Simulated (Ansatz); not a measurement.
# PbS in the rock salt structure (space group Fm-3m, No. 225)

```xyz
2
Lattice="0.0000 2.9871 2.9871 2.9871 0.0000 2.9871 2.9871 2.9871 0.0000" Properties=species:S:1:pos:R:3 pbc="T T T"
S      0.0000     0.0000     0.0000
Pb     2.9871     2.9871     2.9871
```

Method: DFT with r2SCAN, PAW potentials and a 500 eV plane-wave cutoff in Ansatz (a quantum-chemistry and plane-wave program), scalar-relativistic without spin-orbit coupling. Γ-centred 10×10×10 mesh, Fermi–Dirac width 0.05 eV.

The volume per atom comes out as 26.65 Å³, the density comes out as 7.45 g/cm³ and the band gap is 0.69 eV, direct at L. The electron mass is 0.19 mₑ along k, 0.17 mₑ across and the hole mass is 0.23 mₑ along k, 0.13 mₑ across. The lowest conduction-band minima above the VBM is L along ⟨111⟩ 0.69 eV; a point along ⟨110⟩, about 0.6 Å⁻¹ from Γ 1.58 eV and the total energy comes out as -6414.001 eV/atom (σ→0; compares only within this code and set-up).

Spin-orbit coupling, missing from the scalar runs, can matter with Pb. Effective masses come from finite differences of ±0.01 Å⁻¹. Along k means along the line from Γ to the band edge. Whether these cells are dynamically stable was not tested.
